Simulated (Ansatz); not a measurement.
Band structure of Sb (Pm-3m, 1 atom in the cell).

```yaml
crystal:
  lattice:
    - [3.15148, 0.00000, 0.00000]
    - [0.00000, 3.15148, 0.00000]
    - [0.00000, 0.00000, 3.15148]
  atoms:
    - { symbol: Sb, position: [0.00000, 0.00000, 0.00000] }
```

Method: PBEsol, default PAW files made with PBE (plane waves; Ansatz, an electronic-structure program).

Settings: kpoints.mp_grid.grid = 14 14 14; hamiltonian.xc = pbesol; hamiltonian.pseudopotentials = {kind: paw} (the program's default PAW files); scf.occupations.method = gaussian; scf.occupations.width = 0.02 Ry; kpoints.band_path.npoints = 8.

The starting cell comes from a database of computed structures (which also holds hypothetical and non-ambient phases and stackings), without a prior relaxation at this level. Its lattice was rescaled by a random factor within 2.5 % of one. Spin-orbit coupling is off.

Levels in eV from the Fermi level, bands 4 to 11:
```tsv
point	4	5	6	7	8	9	10	11
Γ	-28.83	-28.83	-11.98	3.20	3.20	3.20	7.14	7.14
X	-28.85	-28.83	-9.72	-5.20	5.05	5.05	9.40	10.42
M	-28.87	-28.77	-7.36	-3.26	-3.26	2.37	6.91	13.05
R	-28.77	-28.77	-4.77	-1.45	-1.45	-1.45	4.99	4.99
```

Bands cross the Fermi level along this path, so the cell is metallic at this level.

Keys are those of Ansatz 0.2.
